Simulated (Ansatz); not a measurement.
GaN under load (space group P6_3mc), r2SCAN with spin-orbit coupling, rigid bands (Ansatz, a quantum-chemistry and plane-wave program). Condition of this run: biaxial stress in the c plane of 12 GPa (compression positive) (the target of the relaxation). Band gap 2.42 eV, N_c = 2.32e18 cm⁻³ and N_v = 7.54e19 cm⁻³ at 300 K, conductivity masses along x (a = (3.10, 0.00, 0.00) Å; b = (-1.55, 2.69, 0.00) Å; c = (0.00, 0.00, 5.25) Å) of 0.223 mₑ (electrons) and 1.09 mₑ (holes). Take k_BT = 0.02585 eV.

Q: What built-in voltage has an abrupt junction with N_A = 1e16 and N_D = 1e17 cm⁻³, all dopants ionised?

A: V_bi = E_g/e − (k_BT/e) ln(N_c N_v/(N_A N_D)) = 2.42 − 0.02585 × 12.07 = 2.11 V, for the computed gap.

Q: What thermal injection velocity √(2k_BT/πm) limits a ballistic channel along the direction named?

A: 1.14e7 cm/s for electrons and 5.15e6 cm/s for holes, a ratio of √(m_h/m_e) = 2.21, for dilute carriers.

Q: A film of it is 3 nm thick, with its normal along the direction named. Estimate the confinement energies in an infinite well.

A: ħ²π²/(2m t²) = 0.376 eV·nm²/(m/mₑ × t²) gives 187 meV for electrons and 38.3 meV for holes, so the gap would widen to about 2.65 eV. Finite barriers and nonparabolic bands lower this, and with several valleys or bands the heaviest mass along the normal sets the lowest level, not this average.

Rigid bands with the computed gap; masses take one relaxation time for all states. Geometry: cell and atoms relaxed with PBEsol.
